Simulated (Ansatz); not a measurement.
**How the bulk modulus B0 of SiNF (model structure, P3m1, No. 156, 3 atoms in the cell) moves with the method**

No measured value is used here.

### Question
Put these levels in order of the bulk modulus B0 that they give for SiNF (model structure, P3m1, No. 156, 3 atoms in the cell), smallest first: LDA (Ansatz, a quantum-chemistry and plane-wave program), PBE (Ansatz), PBEsol (Ansatz), r²SCAN (Ansatz).

### Answer
PBE (9.24 GPa), PBEsol (12.1 GPa), r²SCAN (28.5 GPa), LDA (41.5 GPa)

Unless a cell is named, each level is at its own relaxed cell (LDA 11.00, PBE 12.93, PBEsol 12.17, r²SCAN 11.66 Å³/atom).

LDA, PBEsol, PBE, r²SCAN: the bulk modulus is −V dP/dV from two relaxed cells at ±2 % in volume. Each level is taken at its own relaxed cell. Cutoffs differ between the levels. Ansatz's density-functional and Hartree–Fock values are scalar-relativistic unless marked +SOC, with PAW data made under PBE.

A model structure was made by putting elements into a prototype or built by hand; it is no filed structure, need not be a known phase, and can be a saddle point held by its symmetry.
